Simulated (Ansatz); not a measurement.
Density of states of MgO (Fm-3m) below the valence band maximum, HSE06, rigid bands (Ansatz, a quantum-chemistry and plane-wave program); cell volume 18.7 Å³.

```json
[
 {"energy from edge (eV)": "0.006", "10⁻³ states/eV/cell": "110"},
 {"energy from edge (eV)": "0.031", "10⁻³ states/eV/cell": "240"},
 {"energy from edge (eV)": "0.056", "10⁻³ states/eV/cell": "325"},
 {"energy from edge (eV)": "0.081", "10⁻³ states/eV/cell": "396"},
 {"energy from edge (eV)": "0.106", "10⁻³ states/eV/cell": "459"},
 {"energy from edge (eV)": "0.131", "10⁻³ states/eV/cell": "520"},
 {"energy from edge (eV)": "0.156", "10⁻³ states/eV/cell": "575"},
 {"energy from edge (eV)": "0.181", "10⁻³ states/eV/cell": "629"},
 {"energy from edge (eV)": "0.206", "10⁻³ states/eV/cell": "685"},
 {"energy from edge (eV)": "0.231", "10⁻³ states/eV/cell": "740"},
 {"energy from edge (eV)": "0.256", "10⁻³ states/eV/cell": "790"},
 {"energy from edge (eV)": "0.281", "10⁻³ states/eV/cell": "845"},
 {"energy from edge (eV)": "0.319", "10⁻³ states/eV/cell": "930"},
 {"energy from edge (eV)": "0.344", "10⁻³ states/eV/cell": "984"},
 {"energy from edge (eV)": "0.369", "10⁻³ states/eV/cell": "1040"},
 {"energy from edge (eV)": "0.394", "10⁻³ states/eV/cell": "1100"},
 {"energy from edge (eV)": "0.419", "10⁻³ states/eV/cell": "1170"},
 {"energy from edge (eV)": "0.444", "10⁻³ states/eV/cell": "1240"},
 {"energy from edge (eV)": "0.469", "10⁻³ states/eV/cell": "1300"},
 {"energy from edge (eV)": "0.494", "10⁻³ states/eV/cell": "1380"},
 {"energy from edge (eV)": "0.519", "10⁻³ states/eV/cell": "1460"},
 {"energy from edge (eV)": "0.544", "10⁻³ states/eV/cell": "1540"},
 {"energy from edge (eV)": "0.569", "10⁻³ states/eV/cell": "1630"},
 {"energy from edge (eV)": "0.594", "10⁻³ states/eV/cell": "1730"}
]
```

Problem. What effective density of states at 300 K does this give (∫ g(E) exp(−E/k_BT) dE, both spins, divided by the cell's size)?

Solution. 2.8e20 cm⁻³, a density-of-states mass of 4.9 mₑ, valleys and band degeneracy included.

Spin-orbit coupling is left out. Geometry: cell and atoms relaxed with PBEsol.
